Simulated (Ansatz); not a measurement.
**PbSe (model structure, started from the WC type, P-6m2, No. 187, 2 atoms in the cell): properties by level of theory**

```tsv
level (code)	equilibrium lattice constant a (Å)	lattice parameter c (Å)
PBE (Ansatz)	4.227	3.932
PBEsol (Ansatz)	4.127	3.884
PBE-D3(BJ) (Ansatz)	4.143	3.912
```

Caveats: a distance lies near a switch of the dispersion term, which can move the cell (PBE-D3(BJ)). Ansatz's density-functional and Hartree–Fock values are scalar-relativistic unless marked +SOC, with PAW data made under PBE.

Computed values are for the static lattice.

A model structure was made by putting elements into a prototype or built by hand; it is no filed structure, need not be a known phase, and can be a saddle point held by its symmetry.

Ansatz is a quantum-chemistry and plane-wave program.
